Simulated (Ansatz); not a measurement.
Here is the system:

```xyz
2
Lattice="4.6697 0.0000 0.0000 0.0000 4.6697 0.0000 2.3349 -2.3349 3.1696" Properties=species:S:1:pos:R:3 pbc="T T T"
Sn     0.0000     0.0000     0.0000
Sn     4.6697     2.3349     1.5848
```

No spin polarisation.

Calculations: LDA (Ansatz, a program for electronic structure), spin-orbit coupling left out. k-mesh 16×16×16 (Γ-centred); smearing 0.1 eV (Fermi–Dirac).

Problem. Predict the pressure, band gap and space group.

Solution. The pressure (mean of the normal stresses, compression positive) is -0.8 GPa, the band gap is zero and the space group is I4_1/amd (No. 141).

The cells carry an imposed strain or load. Stability against distortions was not tested. The cell was made from Sn in the diamond structure (space group Fd-3m, No. 227) by this change: biaxial strain +2.00 %, plane normal [001], relaxed out of plane.
